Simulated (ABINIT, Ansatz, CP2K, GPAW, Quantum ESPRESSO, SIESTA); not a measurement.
Code comparison for SrMg6B (Amm2, 8 atoms in the cell)

Self-consistent single point, at a second geometry (lattice scaled by 0.98). First geometry:

```xyz
8
Lattice="3.9800 0.0000 0.0000 0.0000 3.1218 7.8192 0.0000 -3.1218 7.8192" Properties=species:S:1:pos:R:3 pbc="T T T"
Sr     0.0000     0.0000    12.1322
Mg     0.0000     1.4064     9.1826
Mg     0.0000    -1.4064     9.1826
Mg     0.0000     0.0000     5.4818
Mg     1.9900     1.5822     7.1067
Mg     1.9900    -1.5822     7.1067
Mg     1.9900     0.0000     3.0190
B      1.9900     0.0000     9.3418
```

Shared settings, as Ansatz (an electronic-structure program) writes them: kpoints.mp_grid.grid = 5 3 3; scf.occupations.method = fermi_dirac; scf.occupations.width = 0.1 eV. Potentials and cutoffs stand in the table.

```csv
code,model,ΔF from the first geometry (meV/atom),pressure (GPa),largest force (eV/Å),cutoff
SIESTA,"LDA PW92, numerical atomic orbitals DZP, PseudoDojo LDA standard norm-conserving potentials (rewritten from UPF to PSML)",5.5,1.92,0.486,grid 300 Ry
CP2K,"LDA (Pade form), GPW, DZVP-MOLOPT-SR-GTH basis, GTH-PADE potentials (GTH_POTENTIALS)",-3.4,0.83,–,grid 1000 Ry
Ansatz,"LDA (PW92), PAW files made with PBE",-13.4,-0.49,0.116,420 eV
Quantum ESPRESSO,"LDA (PZ), GBRV 1.5 ultrasoft (LDA) pseudopotentials",-13.2,-0.46,0.122,40 Ry
ABINIT,"LDA (PW92), norm-conserving pseudopotentials (PseudoDojo nc-sr-04 LDA standard)",-12.8,-0.43,0.122,42 Ha
GPAW,"LDA (Perdew-Wang 92), GPAW PAW datasets LDA (gpaw-data 1.0.1)",-13.0,–,0.117,950 eV
```

Size of the force on each atom (eV/Å): Sizes of forces hide their directions.

```tsv
code	Sr1	Mg2	Mg3	Mg4	Mg5	Mg6	Mg7	B8
SIESTA	0.129	0.486	0.486	0.006	0.145	0.145	0.077	0.192
Ansatz	0.028	0.116	0.116	0.114	0.085	0.085	0.075	0.001
Quantum ESPRESSO	0.026	0.122	0.122	0.114	0.089	0.089	0.075	0.002
ABINIT	0.028	0.122	0.122	0.116	0.090	0.090	0.077	0.004
GPAW	0.015	0.117	0.117	0.109	0.081	0.081	0.074	0.005
```

A dash marks a value that a program does not give, or that is left out as unsure.

The spread over the programs that give each value: ΔF from the first geometry within 18.9 meV/atom; pressure within 2.41 GPa; largest force within 0.370 eV/Å.

SIESTA and CP2K use small atom-centred bases, whose incompleteness enters pressures, forces and empty levels differently from a plane-wave cutoff. Ansatz's pressure is given at a fixed set of plane waves, as the other plane-wave codes print theirs. The pressure of GPAW is left out: its cutoff lies under the one at which its stress was checked. The same LDA comes in different parametrisations, which differ slightly. In the pressure, SIESTA (by 2.38) and CP2K (by 1.29) lie more than 1 GPa from the median of the plane-wave programs. In the force vectors, SIESTA (by 0.431) lies more than 0.08 eV/Å from the median of the plane-wave programs.

The shared mesh is coarse (it stands for a supercell whose shortest vector is 18 Å), so the values are not converged in it.

The starting cell comes from a database of computed structures (which also holds hypothetical and non-ambient phases and stackings), without a prior relaxation at this level. For this run, on top of that: lattice scaled by 0.98.

Keys are those of Ansatz 0.2.
